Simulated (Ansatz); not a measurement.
Sn under a change: uniaxial strain ε_zz = −1.50 %

Consider Sn in the diamond structure (space group Fd-3m, No. 227; a = 6.5402 Å; relaxed with 0.1 eV smearing). Axes: x, y, z lie along the cube axes.

One thing is altered: uniaxial strain ε_zz = −1.50 %, all other strain components held at zero, atoms relaxed at fixed cell.

All numbers come from Ansatz (a quantum-chemistry and plane-wave program), PBEsol, PAW, cutoff 420 eV, no SOC. Settings: 15×15×15 k-points, 0.1 eV Fermi–Dirac smearing.

| quantity | base | changed | shift |
|---|---|---|---|
| volume per atom | 34.97 Å³ | 34.44 Å³ | -0.525 Å³ |
| shortest interatomic distance | 2.832 Å | 2.818 Å | -0.014 Å |
| energy relative to the base (free energy F) | 0 meV/atom | +1.6 meV/atom | +1.6 meV/atom |
| pressure (mean of the normal stresses, compression positive) | 0.0 GPa | 0.7 GPa | +0.65 GPa |
| band gap | zero | zero | – |
| stress (xx, yy, zz, yz, xz, xy; compression positive) | – | (0.5, 0.5, 1.0, 0.0, 0.0, 0.0) GPa | – |

No phonon test of stability was made.
